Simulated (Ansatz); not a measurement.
Worked example: self-consistent single point of V3Ir (Pm-3n, 8 atoms in the cell) in Ansatz (a program for electronic structure).

Method: PBEsol-D4, default PAW files made with PBE (plane waves; Ansatz).

```
CELL_PARAMETERS angstrom
      4.78600     0.00000     0.00000
      0.00000     4.78600     0.00000
      0.00000     0.00000     4.78600
ATOMIC_POSITIONS crystal
  Ir 0.00000 0.00000 0.00000
  Ir 0.50000 0.50000 0.50000
  V  0.25000 0.00000 0.50000
  V  0.50000 0.75000 0.00000
  V  0.75000 0.00000 0.50000
  V  0.50000 0.25000 0.00000
  V  0.00000 0.50000 0.75000
  V  0.00000 0.50000 0.25000
```
Moments meant for the start (each program seeds them in its own way; μB, in the order of the atoms Ir Ir V V V V V V): 0.0 0.0 2.0 2.0 2.0 2.0 2.0 2.0.

Reference input (self-consistent single point, DFT, PBEsol, plane waves, default PAW files made with PBE): kpoints.mp_grid.grid = 6 6 6; hamiltonian.xc = pbesol; hamiltonian.pseudopotentials = {kind: paw} (the program's default PAW files); magnetization.spin_polarized = true; scf.occupations.method = cold; scf.occupations.width = 0.02 Ry. This run's input differs from it in these lines:

```diff
@@ -18,2 +18,3 @@
   xc: pbesol
+  dispersion: d4
   pseudopotentials: { kind: paw }
```

Output (repeated stretches shortened):

```
SCF iter   1: F=—  HF=-40919.612319 eV  |F-HF|=—  |Δ(HF+E_count)|=         —  Δρ=1.32e-1 (↑1.32e-1 ↓1.15e-1)  dr2=1.54e1  dr2_m=1.28e1  M=0.770 μB ∫|m|=1.658 μB  β_m=0.30  ethr=3.10e-3  ⟨swp⟩=3.6  Hψ=7948  notcnv=0
Mixer restart at iter 1: flushing history
all-band conjugate gradients solve this SCF's bands
preconditioner: auto → Kerker (q_TF=auto, 2.738 Å⁻¹)
spin=Collinear: Kerker preconditioning applied to the charge; magnetization (m = ρ↑ − ρ↓) channel mixes plain (no charge-response kernel on spin).
   [... lines left out ...]
SCF iter  12: F=—  HF=-40916.002053 eV  |F-HF|=—  |Δ(HF+E_count)|=   9.52e-7  S|Δr|=    0.00e0  Δρ=1.12e-5 (↑1.12e-5 ↓1.08e-5)  dr2=5.14e-7  dr2_m=1.43e-10  M=0.000 μB ∫|m|=0.000 μB  β_m=0.86  ethr=3.54e-9  ⟨swp⟩=2.0  Hψ=3266  notcnv=0  defer=266
SCF iter  13: F=-40916.002053 eV  HF=-40916.002053 eV  |F-HF|=5.96e-8  |Δ(HF+E_count)|=   1.39e-7  S|Δr|=    0.00e0  Δρ=4.41e-6 (↑4.41e-6 ↓4.18e-6)  dr2=6.86e-8  dr2_m=2.59e-11  M=0.000 μB ∫|m|=0.000 μB  ethr=8.93e-11  ⟨swp⟩=7.2  Hψ=11498  notcnv=0
SCF 1 converged in 13 iterations: F = -40916.002053 eV  dr2 = 6.86e-8
WARN: the starting moments were not kept: the SCF closed with an absolute magnetisation of 1.2e-5 μB, where they sum to 12 μB in size (6 sites) …
   [... lines left out ...]
Absolute magnetization: 0.0000 μB (∫|ρ↑−ρ↓|, with the PAW one-centre terms)
Free energy (F): -40916.002053 eV
Fermi energy:    18.852533 eV
   [... lines left out ...]
  atom   1  Ir     0.00000000    -0.00000000     0.00000000
   [... zero for the other atoms too ...]
--- Stress (GPa, compression-positive) ---
      -12.032760       0.000000       0.000000
        0.000000     -12.032760       0.000000
        0.000000       0.000000     -12.032760
  P = ⅓ Tr σ = -12.0328 GPa (-120.328 kbar)
  The stress holds the Pulay correction. Without it, at fixed plane waves, as pw.x and ABINIT print it: P = -12.1085 GPa
```

The run converged in 13 iterations. Against the reference run the pressure goes from -8.76 to -12.03 GPa.

The starting cell comes from a database of published, mostly measured structures (it also holds non-ambient and calculated ones), without a prior relaxation at this level. The starting moments vanished: the run ended non-magnetic, which need not be the lowest state. The program warned that a starting moment was not kept. With a pressure of about -12 GPa the cell is away from its equilibrium volume at this level. Ansatz's pressure includes its estimate of the finite-basis (Pulay) stress.

Keys are those of Ansatz 0.2.
